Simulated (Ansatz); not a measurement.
The starting structures come from a database of crystals and need not be the phases stable at ambient conditions.

**Evanescent states of CdMoO$_{4}$ (I4_1/a, 12 atoms a cell, 12.5 Å³ an atom) along the normal of (100)**

Level of theory: PBEsol (plane waves, PAW; Ansatz, a quantum-chemistry and plane-wave program).

The gap is the functional's own. No spin-orbit coupling. Mid-gap values are those at the computed energy nearest the middle.

Energies count from the valence-band top; κ is the least over a 6×4 mesh across the current.

| E (eV) | κ (1/Å) | where |
|---|---|---|
| 0.06 | 0.152 | Γ |
| 0.18 | 0.233 | Γ |
| 0.30 | 0.284 | Γ |
| 0.42 | 0.324 | Γ |
| 0.54 | 0.349 | off Γ |
| 0.66 | 0.357 | off Γ |
| 0.78 | 0.361 | off Γ |
| 0.90 | 0.362 | off Γ |
| 1.02 | 0.360 | off Γ |
| 1.14 | 0.356 | off Γ |
| 1.26 | 0.349 | off Γ |
| 1.38 | 0.340 | off Γ |
| 1.50 | 0.326 | off Γ |
| 1.62 | 0.309 | off Γ |
| 1.74 | 0.289 | off Γ |
| 1.86 | 0.265 | off Γ |
| 1.98 | 0.236 | off Γ |
| 2.10 | 0.200 | off Γ |
| 2.22 | 0.150 | off Γ |
| 2.34 | 0.058 | off Γ |

Q: How thick must the barrier be to attenuate the transmission by 10^6 when the electrodes' Fermi level lies at 0.66 eV, and what attenuation does that film give at 1.38 eV?

A: d = 6 ln 10 / (2 × 0.357) = 19.3 Å. At 1.38 eV it gives 6 × 0.340/0.357 = 5.7 decades.
